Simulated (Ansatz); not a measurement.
The parent structure is NbAs in the CsCl type structure (space group Pm-3m, No. 221; a = 3.1802 Å; a hypothetical phase, not in the database extracts checked).

Calculations: DFT with PBEsol, PAW potentials and a 420 eV plane-wave cutoff in Ansatz (a program for electronic structure), no spin-orbit coupling.

One change was made to it. Results:

The density increases by 0.07 g/cm³, from 8.66 g/cm³ to 8.73 g/cm³; the band gap remains zero; the shortest interatomic distance decreases by 0.007 Å, from 2.754 Å to 2.747 Å.

Name the change that was made.
A) pressure 0.3 GPa
B) pressure 1.5 GPa
C) pressure 3 GPa
D) pressure −2 GPa
E) pressure −1 GPa

B, pressure 1.5 GPa. For comparison, the density in the other runs: pressure −2 GPa gives 8.57 g/cm³; pressure 3 GPa gives 8.80 g/cm³; pressure −1 GPa gives 8.62 g/cm³; pressure 0.3 GPa gives 8.68 g/cm³.

Load acts through the strain it causes; cell and atoms are relaxed under it. No phonon test of stability was made. All final runs are without spin polarisation.
